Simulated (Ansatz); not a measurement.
## A computed series for GaAs: pressure series

Start from GaAs (space group Pa-3, No. 205; a cell from a computed database, its experimental status unchecked).

```
CELL_PARAMETERS angstrom
      6.92704     0.00000     0.00000
      0.00000     6.92704     0.00000
      0.00000     0.00000     6.92704
ATOMIC_POSITIONS crystal
  Ga 0.34203 0.34203 0.34203
  Ga 0.65797 0.65797 0.65797
  Ga 0.15797 0.65797 0.84203
  Ga 0.84203 0.34203 0.15797
  Ga 0.84203 0.15797 0.65797
  Ga 0.15797 0.84203 0.34203
  Ga 0.65797 0.84203 0.15797
  Ga 0.34203 0.15797 0.84203
  As 0.13992 0.13992 0.13992
  As 0.86008 0.86008 0.86008
  As 0.36008 0.86008 0.63992
  As 0.63992 0.13992 0.36008
  As 0.63992 0.36008 0.86008
  As 0.36008 0.63992 0.13992
  As 0.86008 0.63992 0.36008
  As 0.13992 0.36008 0.63992
```

Cell and atoms are relaxed at each pressure.

The values are results of PBEsol, PAW, 420 eV (Ansatz, a quantum-chemistry and plane-wave program; without spin-orbit coupling), not measurements.

```csv
pressure (GPa),volume per atom (Å³/atom)
-2,21.450
-1,21.095
0,20.774
0.3,?
0.7,20.568
3,19.955
5,19.494
7.5,18.984
10,18.543
```

Problem. Fit the third-order Birch–Murnaghan form P(V) = (3B₀/2)[(V₀/V)^(7/3) − (V₀/V)^(5/3)]·[1 + (3/4)(B₀′ − 4)((V₀/V)^(2/3) − 1)] (squares taken in P) to the rows shown and predict the withheld row.

Solution. Least squares on the printed values gives V₀ = 20.777 Å³/atom, B₀ = 67.7 GPa, B₀′ = 4.6; this predicts 20.686 Å³/atom, and the run gives 20.684 Å³/atom, 0.002 lower.

Load acts through the strain it causes; cell and atoms are relaxed under it. Stability against distortions was not tested. No other phases were tried under pressure. The final runs are not spin-polarised. This is not the structure that GaAs has at room temperature and ambient pressure.
